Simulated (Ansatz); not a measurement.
Input and output of a zone-centre phonon calculation for AgAu₃ (I4/mmm, 4 atoms in the cell) (Ansatz, a program for electronic structure).

Method of the run: LDA (PW92), default PAW files made with PBE (plane waves; Ansatz).

```
AgAu3
1.0
   -2.04632     2.04632     4.14193
    2.04632    -2.04632     4.14193
    2.04632     2.04632    -4.14193
Ag Au
1 3
Cartesian
  0.00000   0.00000   0.00000
  0.00000   2.04632   2.07097
  2.04632   0.00000   2.07097
  0.00000   0.00000   4.14193
```

Reference input (self-consistent single point, DFT, LDA (PW92), plane waves, default PAW files made with PBE): basis.ecutwfc = 420 eV; kpoints.mp_grid.grid = 11 11 11; hamiltonian.xc = lda; hamiltonian.pseudopotentials = {kind: paw} (the program's default PAW files); scf.occupations.method = fermi_dirac; scf.occupations.width = 0.1 eV. This run's input differs from it in these lines:

```diff
@@ -20,6 +20,5 @@
   occupations: { method: fermi_dirac, width: 0.1 }
-output:
-  forces: true
-  eigenvalues: true
-  stress: true
+  convergence: { dr2_threshold: 1.0e-03 eV }
+phonons:
+  method: dfpt
```

Output (repeated stretches shortened):

```
SCF iter   1: F=—  HF=-46053.118317 eV  |F-HF|=—  |Δ(HF+E_count)|=         —  Δρ=1.03e-2  dr2=5.97e-2  ethr=1.77e-3  ⟨swp⟩=5.7  Hψ=32059  notcnv=0  defer=176
all-band conjugate gradients solve this SCF's bands
preconditioner: auto → Kerker (q_TF=auto, 2.770 Å⁻¹)
SCF iter   2: F=—  HF=-46053.104878 eV  |F-HF|=—  |Δ(HF+E_count)|=   1.34e-2  Δρ=4.01e-3  dr2=6.44e-3  ethr=7.86e-5  ⟨swp⟩=2.6  Hψ=16876  notcnv=0  defer=222
   [... lines left out ...]
SCF iter   4: F=—  HF=-46053.102662 eV  |F-HF|=—  |Δ(HF+E_count)|=   1.42e-4  Δρ=2.30e-4  dr2=1.94e-5  ethr=6.33e-7  ⟨swp⟩=2.1  Hψ=15954  notcnv=0  defer=222
iter 5 did not close the SCF: its close was put off for the readings that it lacked (scf_convergence_deferred on its scf_iter line)
SCF iter   5: F=-46053.102661 eV  HF=-46053.102662 eV  |F-HF|=1.09e-6  |Δ(HF+E_count)|=   4.01e-7  Δρ=5.40e-5  dr2=1.97e-6  ethr=2.55e-8  ⟨swp⟩=2.5  Hψ=18587  notcnv=0  defer=222
SCF iter   6: F=-46053.102662 eV  HF=-46053.102662 eV  |F-HF|=3.19e-7  |Δ(HF+E_count)|=   4.78e-7  Δρ=1.55e-5  dr2=4.04e-7  ethr=2.59e-9  ⟨swp⟩=10.9  Hψ=72362  notcnv=0
SCF 1 converged in 6 iterations: F = -46053.102662 eV  dr2 = 4.04e-7
DFPT response loops at Γ: preconditioner auto → Kerker (q_TF=auto, 2.770 Å⁻¹) (partly filled bands, converged f_vac=0.000) …
Free energy (F): -46053.102662 eV
Internal energy: -46053.067862 eV  (E = F + TS)
E sigma→0 (E₀):  -46053.085262 eV
Entropy (-TS):   -0.034800 eV (-8.700 meV/atom)
Fermi energy:    18.925867 eV
--- Phonons (Γ-DFPT): 6 representative perturbations + reference, on 216 of 1331 k-points (Σ response iterations 18) ---
  k mesh reduced under 4 symmetry operations, with k and −k counted as one. Each operation leaves every solved displacement unchanged or reverses it
  ASR residual: 8.701e-3 → 0.000e0 eV/Å²; symmetrization residual: 1.109e-7 eV/Å²
  ASR residual per site (eV/Å²): 5.15e-3 8.70e-3 8.70e-3 5.94e-3
  Γ frequencies (cm⁻¹): 0.00 0.00 0.00 70.11 76.65 76.65 85.33 105.63 105.63 121.44 121.44 138.83
  non-analytic LO–TO correction: not included (Born effective charges unavailable; polar crystals: no LO–TO splitting at Γ)
```

The run converged in 6 iterations.  The full log also holds: “iter 5 did not close the SCF: its close was put off for the readings that it lacked (scf_convergence_deferred on its scf_iter line)”.

Summary of the result:
Free energy E − TS (on the zero of these files): -46053.1027 eV
Fermi level (on the code's own zero): 18.93 eV
Zone-centre frequencies (cm⁻¹; negative means imaginary): 0, 0, 0, 70, 77, 77, 85, 106, 106, 121, 121, 139

The starting cell comes from a database of computed structures (which also holds hypothetical and non-ambient phases and stackings), without a prior relaxation at this level. Its lattice was rescaled by up to half a per cent.

Cost on one core of a shared machine: roughly 10 min.

Keys are those of Ansatz 0.2.
